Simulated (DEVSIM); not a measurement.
Structure: illuminated Si p-on-n cell, one wavelength, with a back-surface field, at 300 K.

Layer 1 from the left is Si, thickness (μm) 0.730, Na (cm⁻³) 1.9e18, τn (s) 3.1e-6, τp (s) 3.6e-7, absorption coefficient (cm⁻¹) 570. Layer 2 from the left is Si, thickness (μm) 150, Nd (cm⁻³) 4.3e15, τn (s) 9.6e-6, τp (s) 9.6e-6, absorption coefficient (cm⁻¹) 570. Layer 3 from the left is Si, thickness (μm) 0.370, Nd (cm⁻³) 3.1e18, τn (s) 9.6e-6, τp (s) 9.6e-6, absorption coefficient (cm⁻¹) 570.

Left contact: ohmic, minority electron recombination velocity 1000 cm/s. Right contact: ohmic, minority hole recombination velocity 20000 cm/s. Voltage is applied to the left contact. Recombination: SRH at mid-gap, radiative, Auger. Light enters at the left, 1.6e17 photons cm⁻² s⁻¹, one pass, no reflection. Mobility is μmin + (μ − μmin)/(1 + (N/Nref)^α).

The device is made up for the run: typed textbook-type constants, with dimensions and the other settings drawn at random. Values at 300 K.

Si: gap (eV) 1.124, affinity (eV) 4.05, permittivity 11.7, Nc (cm⁻³) 2.86e19, Nv (cm⁻³) 3.1e19, μn (cm²/Vs) 1417, μp (cm²/Vs) 470, μn,min 52, μp,min 45, Nref,n 9.7e16, Nref,p 2.2e17, αn 0.68, αp 0.72, B (cm³/s) 4.7e-15, Cn (cm⁶/s) 2.8e-31, Cp (cm⁶/s) 9.9e-32.

DEVSIM, 1D drift-diffusion, Boltzmann statistics, complete ionisation; no tunnelling, impact ionisation, image-force lowering or self-heating.

Question: What does the simulation give for the fill factor, the dark forward voltage at 1 A/cm², the short-circuit current?

Answer: fill factor 0.82; dark forward voltage at 1 A/cm² 0.711 V; short-circuit current 22.7 mA/cm².
